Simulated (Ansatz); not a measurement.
## Cu, response to strain

Base system: Cu in the fcc (Cu type) structure (space group Fm-3m, No. 225; relaxed with 0.1 eV smearing).

```
CELL_PARAMETERS angstrom
      0.00000     1.75918     1.75918
      1.75918     0.00000     1.75918
      1.75918     1.75918     0.00000
ATOMIC_POSITIONS crystal
  Cu 0.00000 0.00000 0.00000
```

Cartesian axes are those of the cell as printed.

Strains are applied to the cell and any free atomic positions relax; under biaxial strain the out-of-plane vector relaxes too.

Method: Ansatz (a first-principles code), LDA, PAW, cutoff 420 eV, scalar-relativistic without spin-orbit coupling.

Candidates:
(a) biaxial strain −2.00 %, plane normal [001], relaxed out of plane
(b) biaxial strain +2.00 %, plane normal [001], relaxed out of plane
(c) biaxial strain −2.50 %, plane normal [001], relaxed out of plane
(d) biaxial strain +0.50 %, plane normal [001], relaxed out of plane
(e) biaxial strain −0.50 %, plane normal [001], relaxed out of plane

Problem. Order them by out-of-plane strain, highest first.

Solution. (c) biaxial strain −2.50 %, plane normal [001], relaxed out of plane (+3.44 %), (a) biaxial strain −2.00 %, plane normal [001], relaxed out of plane (+2.77 %), (e) biaxial strain −0.50 %, plane normal [001], relaxed out of plane (+0.70 %), (d) biaxial strain +0.50 %, plane normal [001], relaxed out of plane (-0.72 %), (b) biaxial strain +2.00 %, plane normal [001], relaxed out of plane (-2.93 %)

Stability against distortions was not tested. All final runs are without spin polarisation.
